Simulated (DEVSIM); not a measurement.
Device: abrupt Si n-p junction, at 300 K.

| layer (left to right) | material | thickness (μm) | Nd (cm⁻³) | Na (cm⁻³) | τn (s) | τp (s) |
|---|---|---|---|---|---|---|
| 1 | Si | 6.90 | 4.4e18 | - | 2.3e-7 | 2.3e-7 |
| 2 | Si | 240 | - | 2.6e14 | 2.3e-7 | 2.3e-7 |

Left contact: ohmic. Right contact: ohmic. Voltage is applied to the left contact. Recombination: SRH at mid-gap. Gap narrowing is on: ΔEg = 6.92 meV × (l + √(l² + 0.5)), l = ln(N/1.3e17 cm⁻³), shared equally by both band edges. Mobility is μmin + (μ − μmin)/(1 + (N/Nref)^α).

The device is made up for the run: typed textbook-type constants, with dimensions and the other settings drawn at random. Values at 300 K.

```csv
parameter,Si
gap (eV),1.124
affinity (eV),4.05
permittivity,11.7
Nc (cm⁻³),2.86e19
Nv (cm⁻³),3.1e19
μn (cm²/Vs),1417
μp (cm²/Vs),470
"μn,min",52
"μp,min",45
"Nref,n",9.7e16
"Nref,p",2.2e17
αn,0.68
αp,0.72
```

Model (solved in DEVSIM): 1D drift-diffusion, Boltzmann statistics, complete ionisation; no tunnelling, impact ionisation, image-force lowering or self-heating.

Task: Tabulate band edges, carrier densities and field at 20.0 V on the left contact.

Result: Energies count from the Fermi level of the right contact; mesh points crowd at the junctions.

```json
[
 {"x (μm)": "0.000", "Ec (eV)": "-19.952", "Ev (eV)": "-21.026", "n (cm⁻³)": "4.4e18", "p (cm⁻³)": "180", "field (V/cm)": "≈ 0"},
 {"x (μm)": "0.05414", "Ec (eV)": "-19.952", "Ev (eV)": "-21.026", "n (cm⁻³)": "4.4e18", "p (cm⁻³)": "180", "field (V/cm)": "≈ 0"},
 {"x (μm)": "0.2295", "Ec (eV)": "-19.952", "Ev (eV)": "-21.026", "n (cm⁻³)": "4.4e18", "p (cm⁻³)": "170", "field (V/cm)": "≈ 0"},
 {"x (μm)": "0.7977", "Ec (eV)": "-19.952", "Ev (eV)": "-21.026", "n (cm⁻³)": "4.4e18", "p (cm⁻³)": "160", "field (V/cm)": "≈ 0"},
 {"x (μm)": "3.720", "Ec (eV)": "-19.952", "Ev (eV)": "-21.026", "n (cm⁻³)": "4.4e18", "p (cm⁻³)": "< 1e2", "field (V/cm)": "≈ 0"},
 {"x (μm)": "5.935", "Ec (eV)": "-19.952", "Ev (eV)": "-21.026", "n (cm⁻³)": "4.4e18", "p (cm⁻³)": "< 1e2", "field (V/cm)": "≈ 0"},
 {"x (μm)": "6.619", "Ec (eV)": "-19.952", "Ev (eV)": "-21.026", "n (cm⁻³)": "4.4e18", "p (cm⁻³)": "< 1e2", "field (V/cm)": "≈ 0"},
 {"x (μm)": "6.859", "Ec (eV)": "-19.952", "Ev (eV)": "-21.026", "n (cm⁻³)": "4.4e18", "p (cm⁻³)": "< 1e2", "field (V/cm)": "≈ 0"},
 {"x (μm)": "6.904", "Ec (eV)": "-19.875", "Ev (eV)": "-20.999", "n (cm⁻³)": "2.3e17", "p (cm⁻³)": "< 1e2", "field (V/cm)": "59000"},
 {"x (μm)": "6.968", "Ec (eV)": "-19.604", "Ev (eV)": "-20.728", "n (cm⁻³)": "6.5e12", "p (cm⁻³)": "< 1e2", "field (V/cm)": "41000"},
 {"x (μm)": "7.178", "Ec (eV)": "-18.766", "Ev (eV)": "-19.890", "n (cm⁻³)": "380000", "p (cm⁻³)": "23000", "field (V/cm)": "40000"},
 {"x (μm)": "8.298", "Ec (eV)": "-14.575", "Ev (eV)": "-15.698", "n (cm⁻³)": "370000", "p (cm⁻³)": "190000", "field (V/cm)": "35000"},
 {"x (μm)": "11.52", "Ec (eV)": "-5.333", "Ev (eV)": "-6.457", "n (cm⁻³)": "340000", "p (cm⁻³)": "1100000", "field (V/cm)": "22000"},
 {"x (μm)": "22.04", "Ec (eV)": "0.822", "Ev (eV)": "-0.302", "n (cm⁻³)": "72000", "p (cm⁻³)": "2.6e14", "field (V/cm)": "≈ 0"},
 {"x (μm)": "81.38", "Ec (eV)": "0.822", "Ev (eV)": "-0.302", "n (cm⁻³)": "400000", "p (cm⁻³)": "2.6e14", "field (V/cm)": "≈ 0"},
 {"x (μm)": "186.9", "Ec (eV)": "0.822", "Ev (eV)": "-0.302", "n (cm⁻³)": "450000", "p (cm⁻³)": "2.6e14", "field (V/cm)": "≈ 0"},
 {"x (μm)": "227.8", "Ec (eV)": "0.822", "Ev (eV)": "-0.302", "n (cm⁻³)": "450000", "p (cm⁻³)": "2.6e14", "field (V/cm)": "≈ 0"},
 {"x (μm)": "241.1", "Ec (eV)": "0.822", "Ev (eV)": "-0.302", "n (cm⁻³)": "450000", "p (cm⁻³)": "2.6e14", "field (V/cm)": "≈ 0"},
 {"x (μm)": "245.7", "Ec (eV)": "0.822", "Ev (eV)": "-0.302", "n (cm⁻³)": "450000", "p (cm⁻³)": "2.6e14", "field (V/cm)": "≈ 0"},
 {"x (μm)": "246.6", "Ec (eV)": "0.822", "Ev (eV)": "-0.302", "n (cm⁻³)": "450000", "p (cm⁻³)": "2.6e14", "field (V/cm)": "≈ 0"},
 {"x (μm)": "246.8", "Ec (eV)": "0.822", "Ev (eV)": "-0.302", "n (cm⁻³)": "450000", "p (cm⁻³)": "2.6e14", "field (V/cm)": "≈ 0"},
 {"x (μm)": "246.9", "Ec (eV)": "0.822", "Ev (eV)": "-0.302", "n (cm⁻³)": "450000", "p (cm⁻³)": "2.6e14", "field (V/cm)": "≈ 0"}
]
```
